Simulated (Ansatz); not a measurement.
White tin (β-Sn) was calculated with PBEsol+SOC (Ansatz, a first-principles code, PAW).

Input:

Ansatz 0.2 input:
```yaml
crystal:
  lattice:
    - [-2.9159, -2.9159, -1.59095]
    - [2.9159, 2.9159, -1.59095]
    - [-2.9159, 2.9159, 1.59095]
  atoms:
    - { symbol: Sn, position: [0.25, 0.75, 0.5] }
    - { symbol: Sn, position: [0.0, 0.0, 0.0] }
basis:
  ecutwfc: 520
  ecutrho_ratio: 4
  xc_grid: 2
kpoints:
  mp_grid: { grid: [20, 20, 20] }
hamiltonian:
  xc: pbesol
  dispersion: none
  pseudopotentials: { kind: paw }
scf:
  occupations: { method: fermi_dirac, width: 0.05 }
  convergence: { dr2_threshold: 0.0000000002 }
output:
  forces: true
  stress: true
  eigenvalues: true
magnetization:
  noncollinear: true
  spin_orbit: true
```

From the output:

```
Crystal: 2 atoms, lattice volume = 54.108 Å³
Basis set: ecut = 520 eV, 1461 PW (Γ), exchange–correlation on 72×72×72 points (8 copies of the dense FFT grid, shifted against one another)
Bands: 36, of which v1, the nominal top of the filled ones, is band 28 counted from 1 (27 counted from 0)
Symmetry: 16 space group operations + 16 with time reversal
k-points: 641 of 8000
Initial density: superposition of atomic densities (chi_scale 0.1, normalization cell)
Functional: x = pbesol(κ = 0.804, μ = 0.12345679012345678), c = pbesol(β = 0.046)
spin=Noncollinear: Kerker preconditioning applied to the charge; magnetization (m_x, m_y, m_z) channels mix plain (no charge-response kernel on spin).
SCF 1 converged in 9 iterations: F = -11903.768543 eV  dr2 = 1.92e-11
SCF converged after 9 iterations
Free energy (F): -11903.768543 eV
Internal energy: -11903.761096 eV  (E = F + TS)
E sigma→0 (E₀):  -11903.764820 eV
Fermi energy:    10.601579 eV
--- Forces (eV/Å), atoms counted from 1 ---
  atom   1  Sn     0.00000000    -0.00000000     0.00000000
  atom   2  Sn    -0.00000000    -0.00000000     0.00000000
--- Stress (GPa, compression-positive) ---
       -0.184571       0.000000       0.000000
        0.000000      -0.184571       0.000000
        0.000000       0.000000      -0.709954
  P = ⅓ Tr σ = -0.3597 GPa (-3.597 kbar)
```

The PAW data were made under PBE.

Note: cell and atoms aren't relaxed at this level (pressure -0.4 GPa).
